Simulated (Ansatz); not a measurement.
Take BeTe in the zinc blende structure (space group F-43m, No. 216; a = 5.604 Å) as the base. Axes: x, y, z lie along the cube axes.

Method: PBEsol (Ansatz, a program for electronic structure), scalar-relativistic without spin-orbit coupling.

For the base:

```
Item       Result
--------  -------
Band gap  1.84 eV
```

It is then changed as follows: tensor shear ε_xy = +0.47 % (engineering shear γ = 0.0094); the atoms relax in the strained cell.

Task: How does this affect the stress?

Result: The stress (xx, yy, zz, yz, xz, xy; compression positive) is (0.01, 0.01, 0.00, 0.00, 0.00, -0.48) GPa.

Task: Estimate the effect on the band gap.

Result: The band gap falls by 0.045 eV (1.84 eV → 1.79 eV).

Spin-orbit coupling, missing from the scalar runs, can matter with Te. Stability against distortions was not tested.
